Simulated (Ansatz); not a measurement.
The starting structures come from a database of crystals and need not be the phases stable at ambient conditions.

Evanescent states of ScF3 (R-3c, not sure to be the ambient phase, 8 atoms a cell, 16.4 Å³ an atom) along the normal of (110)

These are r2SCAN (plane waves, PAW; Ansatz, a quantum-chemistry and plane-wave program) values and carry that method's errors.

No gap correction and no spin-orbit coupling; mid-gap values are interpolated between computed energies.

Energies count from the valence-band top; κ is the least over a 6×4 mesh across the current.

```
E (eV)  κ (1/Å)  where
------  -------  -----
0.16      0.314      Γ
0.48      0.411      Γ
0.80      0.453      Γ
1.12      0.486      Γ
1.44      0.513      Γ
1.76          ?      Γ
2.08          ?      Γ
2.40          ?      Γ
2.72          ?      Γ
3.04          ?      Γ
3.36          ?      Γ
3.68          ?      Γ
4.00          ?      Γ
4.32          ?      Γ
4.64          ?      Γ
4.96          ?      Γ
5.28          ?      Γ
5.60      0.504      Γ
5.92      0.467      Γ
6.24      0.413      Γ
6.56      0.326      Γ
6.88      0.157      Γ
```

Fill in the missing entries.


- 1.76, κ (1/Å): 0.534
- 2.08, κ (1/Å): 0.550
- 2.40, κ (1/Å): 0.563
- 2.72, κ (1/Å): 0.572
- 3.04, κ (1/Å): 0.578
- 3.36, κ (1/Å): 0.581
- 3.68, κ (1/Å): 0.581
- 4.00, κ (1/Å): 0.578
- 4.32, κ (1/Å): 0.572
- 4.64, κ (1/Å): 0.563
- 4.96, κ (1/Å): 0.549
- 5.28, κ (1/Å): 0.530
